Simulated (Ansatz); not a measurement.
The parent structure is Hf in the hcp (Mg type) structure (space group P6_3/mmc, No. 194; a = 3.198 Å, c = 5.049 Å; relaxed with 0.1 eV smearing). Axes: x lies along a and z along c of the hexagonal cell.

Method: r2SCAN/PAW in Ansatz (a quantum-chemistry and plane-wave program), scalar-relativistic without spin-orbit coupling.

Before the change:

- Volume per atom: 22.36 Å³

Modification: biaxial strain −0.85 %, plane normal [001], relaxed out of plane (Cartesian); in-plane vectors clamped, the third vector and the atoms free.

Task: What happens to the volume per atom and in-plane stress?

Result: The volume per atom shrinks by 0.26 Å³ (22.36 Å³ → 22.10 Å³); the mean in-plane stress (compression positive) amounts to +1.9 GPa.

Whether these cells are dynamically stable was not tested. All final runs are without spin polarisation.
